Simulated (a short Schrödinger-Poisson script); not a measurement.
## MOS inversion layer, SiO2 on p-type InP

Stack: MOS inversion layer, SiO2 on p-type InP, at 400 K.

```tsv
layer	material	thickness (nm)	Na (cm⁻³)
1	SiO2	0.9	-
2	InP	1300	3.9e17
```

Constants are typed, rounded textbook-type inputs, not results; the design itself was drawn at random and stands for no fabricated device. SiO2: permittivity 3.9, conduction-band edge (eV) 3.48, gap (eV) 9, electron mass (mₑ) 0.5. InP: permittivity 12.5, conduction-band edge (eV) 0, gap (eV) 1.344, Nv at 300 K (cm⁻³) 1.1e19.

Channel valleys (confinement mass, in-plane density-of-states mass, number): Γ 0.08, 0.08, 1. At the gate the conduction-band edge of layer 1 lies 4.02 eV − eVg above the Fermi level of the channel; the field vanishes at the back. Gaps are held at their typed values at every temperature. Mesh 0.03 nm at interfaces.

Solved with a short Schrödinger-Poisson script written for these runs: 1D Poisson equation in equilibrium, electrons quantum, Hartree (BenDaniel-Duke, 12 states a valley, the channel's in-plane mass for all, wave functions free to enter the dielectric), parabolic valleys, classical holes, full ionisation, no traps, pinning or gate leakage.

| Vg (V) | electrons (cm⁻²) | C (μF/cm²) | Γ E0 (meV) | Γ E1 (meV) |
|---|---|---|---|---|
| 0.3 | 1.08e6 | 0.192 | 479.2 | 605.4 |
| 0.35 | 3.98e6 | 0.187 | 434.4 | 563.3 |
| 0.4 | 1.47e7 | 0.182 | 389.3 | 520.9 |
| 0.45 | 5.43e7 | 0.178 | 344.2 | 478.2 |
| 0.5 | 2.02e8 | 0.175 | 298.9 | 435.4 |
| 0.55 | 7.51e8 | 0.173 | 253.5 | 392.4 |
| 0.6 | 2.80e9 | 0.178 | 208.0 | 349.2 |
| 0.65 | 1.03e10 | 0.203 | 162.8 | 306.3 |
| 0.7 | 3.67e10 | 0.294 | 118.8 | 264.5 |
| 0.75 | 1.16e11 | 0.521 | 77.9 | 226.1 |
| 0.8 | 2.94e11 | 0.855 | 43.1 | 194.1 |
| 0.85 | 5.83e11 | 1.15 | 15.0 | 169.1 |
| 0.9 | 9.57e11 | 1.36 | -8.1 | 149.4 |
| 0.95 | 1.39e12 | 1.49 | -28.1 | 132.9 |
| 1 | 1.85e12 | 1.58 | -46.4 | 118.4 |
| 1.05 | 2.35e12 | 1.65 | -63.5 | 105.0 |
| 1.1 | 2.86e12 | 1.69 | -79.9 | 92.5 |
| 1.15 | 3.38e12 | 1.73 | -95.8 | 80.5 |
| 1.2 | 3.92e12 | 1.77 | -111.4 | 69.0 |
| 1.25 | 4.46e12 | 1.80 | -126.7 | 58.0 |
| 1.3 | 5.02e12 | 1.82 | -141.7 | 47.5 |

Subbands count from the Fermi level.

Above a few 1e12 electrons/cm² a light Γ valley is non-parabolic and upper valleys begin to fill, which the model leaves out.
